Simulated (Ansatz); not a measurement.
Take Sc in the hcp (Mg type) structure (space group P6_3/mmc, No. 194) as the base.

```yaml
crystal:
  lattice:
    - [3.31943, 0.00000, 0.00000]
    - [-1.65971, 2.87471, 0.00000]
    - [0.00000, 0.00000, 5.16637]
  atoms:
    - { symbol: Sc, position: [0.33333, 0.66667, 0.75000] }
    - { symbol: Sc, position: [0.66667, 0.33333, 0.25000] }
```

Method: PBE (Ansatz, a program for electronic structure, PAW, no SOC).

For the base:

The c/a ratio is 1.556 and the volume per atom is 24.65 Å³.

One thing is altered: cell and atoms relaxed at a pressure of 30 GPa.

### Question
How does this affect the c/a ratio and volume per atom?

### Answer
The c/a ratio shrinks by 0.015 (1.556 → 1.541); the volume per atom falls by 6.93 Å³, from 24.65 Å³ to 17.72 Å³.

Load acts through the strain it causes; cell and atoms are relaxed under it. Whether these cells are dynamically stable was not tested. No other phases were tried under pressure. All final runs are without spin polarisation.
